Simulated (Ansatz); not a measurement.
Here is the system:

```yaml
crystal:
  lattice:
    - [0.00000, 2.82680, 2.82680]
    - [2.82680, 0.00000, 2.82680]
    - [2.82680, 2.82680, 0.00000]
  atoms:
    - { symbol: Pb, position: [0.50000, 0.50000, 0.50000] }
    - { symbol: S, position: [0.00000, 0.00000, 0.00000] }
```

No spin polarisation.

Calculations: PBEsol (Ansatz, an electronic-structure program; PAW; 420 eV plane waves; scalar-relativistic without spin-orbit coupling). Settings: 10×10×10 k-points, 0.05 eV Fermi–Dirac smearing.

**Question.** What is the computed pressure?

**Answer.** 10.1 GPa.

**Question.** What space group does the calculation give?

**Answer.** Fm-3m (No. 225).

The cells carry an imposed strain or load. No phonon test of stability was made. All final runs are without spin polarisation. The cell was made from PbS in the rock salt structure (space group Fm-3m, No. 225) by this change: isotropic strain −4.22 %.
